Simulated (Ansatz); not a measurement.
## WC: response to strain

Consider WC (space group P-6m2, No. 187; a = 2.922 Å, c = 2.846 Å; relaxed with 0.1 eV smearing).

Strains are applied to the cell and any free atomic positions relax.

Level of theory: Ansatz (a quantum-chemistry and plane-wave program), PBE, PAW, cutoff 420 eV, without spin-orbit coupling.

Candidates:
(a) isotropic strain −0.50 %
(b) isotropic strain −2.00 %
(c) isotropic strain +2.00 %
(d) isotropic strain +1.00 %
(e) isotropic strain −2.50 %

Notes on the quantities. energy relative to the base: free energy F.

Order them by energy relative to the base, highest first.

(e) isotropic strain −2.50 % (+77 meV/atom), (b) isotropic strain −2.00 % (+49 meV/atom), (c) isotropic strain +2.00 % (+43 meV/atom), (d) isotropic strain +1.00 % (+11 meV/atom), (a) isotropic strain −0.50 % (+2.9 meV/atom)

Whether these cells are dynamically stable was not tested. The final runs are not spin-polarised.
